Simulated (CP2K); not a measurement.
Band structure of YPd₃ (Pm-3m, 4 atoms in the cell).

```
YPd3
1.0
    4.09992     0.00000     0.00000
    0.00000     4.09992     0.00000
    0.00000     0.00000     4.09992
Y Pd
1 3
Direct
  0.00000   0.00000   0.00000
  0.50000   0.50000   0.00000
  0.00000   0.50000   0.50000
  0.50000   0.00000   0.50000
```

Method: CP2K with PBEsol, GPW, DZVP-MOLOPT-SR-GTH basis, GTH-PBE potentials (GTH_POTENTIALS).

Settings: CUTOFF = 500 Ry; REL_CUTOFF = 50 Ry; SMEAR/METHOD = GAUSSIAN; SIGMA = 0.272 eV; KPOINTS/SCHEME = MONKHORST-PACK 7 7 7; XC_FUNCTIONAL = PBE:PBESOL; Y/BASIS_SET = DZVP-MOLOPT-SR-GTH; Y/POTENTIAL = GTH-PBE-q11; Pd/BASIS_SET = DZVP-MOLOPT-SR-GTH; Pd/POTENTIAL = GTH-PBE-q18; METHOD = GPW; EPS_DEFAULT = 1e-10; EXTRAPOLATION = USE_GUESS; NGRIDS = 5.

The starting cell comes from a database of computed structures (which also holds hypothetical and non-ambient phases and stackings), without a prior relaxation at this level. Spin polarisation is off. Values carry the incompleteness of an atom-centred basis. The potentials were made for another functional than the one used.

Levels in eV from the Fermi level, bands 29 to 34:
```tsv
point	29	30	31	32	33	34
Γ	-0.55	-0.09	-0.09	-0.09	3.46	3.46
X	-1.68	-1.64	-1.47	-0.90	-0.09	2.19
M	-1.83	-1.83	-1.65	-1.34	-0.85	1.93
R	-0.41	-0.41	-0.41	0.70	1.69	1.69
```

Bands cross the Fermi level along this path, so the cell is metallic at this level.

Higher empty bands are left out: an atom-centred basis made for the valence describes them poorly.
